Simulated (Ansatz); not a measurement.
Take TaP (space group P-6m2, No. 187; a = 3.2818 Å, c = 3.3171 Å; a cell from a computed database, its experimental status unchecked) as the base.

Perturbation: a negative pressure, −2 GPa.

Levels (all Ansatz, a quantum-chemistry and plane-wave program, PAW): PBEsol (420 eV, no spin-orbit coupling); PBEsol+SOC (420 eV, with spin-orbit coupling).

The geometry is relaxed with PBEsol.

- PBEsol pressure: -2.0 GPa

Task: What does PBEsol+SOC give at this geometry for the pressure?

Result: The pressure falls by 0.2 GPa, from -2.0 GPa to -2.2 GPa.

Single points use the geometry relaxed with PBEsol. Differences between runs with and without spin-orbit coupling are approximate. Load acts through the strain it causes; cell and atoms are relaxed under it. Whether these cells are dynamically stable was not tested. The runs without spin-orbit coupling are not spin-polarised.
